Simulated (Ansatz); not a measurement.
Base system: ZnS in the zinc blende structure (space group F-43m, No. 216; a = 5.3566 Å). Axes: x, y, z lie along the cube axes.

Perturbation: tensile biaxial strain of 2.50 % in the plane normal to [001], as in epitaxy on a mismatched substrate; the out-of-plane cell vector and the atoms relax.

The values are results of PBEsol (Ansatz, an electronic-structure program; PAW; 420 eV plane waves; no SOC), not measurements.

**Question.** Give the band edges at the high-symmetry points of the new zone, measured from its valence-band maximum.

**Answer.** 
```csv
point,valence edge (eV),conduction edge (eV)
Γ,0.00,1.88
X,-2.22,3.20
P,-2.86,5.69
N,-0.85,3.04
M,-2.58,2.93
S,-2.25,3.49
S₀,-2.25,3.49
R,-2.92,5.06
G,-2.92,5.06
```

The gap is 1.88 eV, direct at Γ.

Whether these cells are dynamically stable was not tested. k-point labels follow each cell's own Brillouin zone.
